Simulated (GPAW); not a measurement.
Troubleshooting GPAW: a failed run on Li3H3N2 (Pm, 8 atoms in the cell). The aim is a self-consistent single point with DFT LDA (Perdew-Wang 92), plane waves, GPAW PAW datasets LDA (gpaw-data 1.0.1).

Cell that was meant: a = 3.7295 Å, b = 3.4605 Å, c = 5.1435 Å, α = 90.00°, β = 91.83°, γ = 90.00°.

Part of the input:

```python

calc = GPAW(mode=PW(900),
            xc='LDA',
            setups={'H': 'pv'},
            kpts={'size': (5, 6, 4), 'gamma': True},
            occupations=FermiDirac(0.0),
            nbands=-8,
```

Log, with long lists cut:

```
Input parameters:
  convergence: {bands: -6,
                forces: 0.001}
  kpts: {gamma: True,
         size: (5, 6, 4)}
  maxiter: 120
  mode: {ecut: 900.0000000000001,
         name: pw}
  nbands: -8
  occupations: {fixmagmom: False,
                name: fermi-dirac,
                width: 0.0}
  setups: {H: pv}
  symmetry: {symmorphic: False,
             tolerance: 0.0005}

Traceback (most recent call last):
   [... frames left out ...]
FileNotFoundError: Could not find required PAW dataset file "H.pv.LDA".

You need to set the GPAW_SETUP_PATH environment variable to point to
the directories where PAW dataset and basis files are stored.  See
https://gpaw.readthedocs.io/install.html#install-paw-datasets
for details.
```

### Question
Read the log: what does the program object to, and what is the fix?

### Answer
The fault is a potential or basis that cannot be found. The input names a file or set that is not where the program looks, or that does not exist under that name. To fix it, correct the name or place the file. The program stopped before any SCF iteration.

The sound input it was made from differs as follows (other fixes are possible):
```diff
-            setups={'H': 'pv'},
```

With that input, the run converged in 21 iterations: free energy E − TS (from the program's reference atoms) -39.1644 eV; top of the valence band (on the code's own zero) 1.11 eV; gap on the k-point mesh 1.87 eV; largest force (vector length) 0.156 eV/Å (DFT LDA (Perdew-Wang 92), plane waves, GPAW PAW datasets LDA (gpaw-data 1.0.1)).

On the sound input: the starting cell comes from a database of computed structures (which also holds hypothetical and non-ambient phases and stackings), without a prior relaxation at this level.
